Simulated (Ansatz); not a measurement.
HfSi2 under a change: H interstitial (started 1.78 Å from the nearest host atom), symmetric start

The reference is a 12-atom supercell of HfSi2 (space group Cmcm, No. 63; a = 3.650 Å, b = 14.350 Å, c = 3.635 Å) at its relaxed geometry.

One thing is altered: one H atom is added in an open site, starting 1.78 Å from the nearest host atom, atoms relaxed at fixed cell.

Method: PBEsol in Ansatz (plane waves to 420 eV, PAW, no SOC). Γ-centred 5×7×7 mesh, Fermi–Dirac width 0.05 eV.

```json
[
 {"quantity": "pressure", "base": "0.0 GPa", "changed": "2.2 GPa", "shift": "+2.2 GPa"},
 {"quantity": "largest displacement of a host atom from its site in the perfect cell", "base": "–", "changed": "0.11 Å", "shift": "–"},
 {"quantity": "final site of the added atom", "base": "–", "changed": "2 Si at 1.77–1.82 Å and 2 Hf at 2.01 Å", "shift": "–"}
]
```

Final structure:

```
CELL_PARAMETERS angstrom
      1.82513    -7.17483     0.00000
      3.65027     0.00000    -3.63523
      3.65027     0.00000     3.63523
ATOMIC_POSITIONS crystal
  Si 0.89548 0.66317 0.40799
  Si 0.89548 0.15799 0.91317
  Si 0.10729 0.36555 0.61555
  Si 0.11914 0.85433 0.10433
  Si 0.51110 0.00666 0.76111
  Si 0.51110 0.51111 0.25666
  Si 0.52566 0.99895 0.24895
  Si 0.50956 0.50662 0.75662
  Hf 0.22057 0.83292 0.57883
  Hf 0.22057 0.32883 0.08292
  Hf 0.79931 0.18761 0.43761
  Hf 0.80194 0.68234 0.93234
  H  0.29947 0.15392 0.40392
```

In so small a cell the defect repeats every few ångströms: this is an ordered compound, not a dilute defect. The defect started on the symmetric site and kept its symmetry, so it may sit on a saddle. The final runs are not spin-polarised. The defect cell is not spin-polarised.

Ansatz is a program for electronic structure.
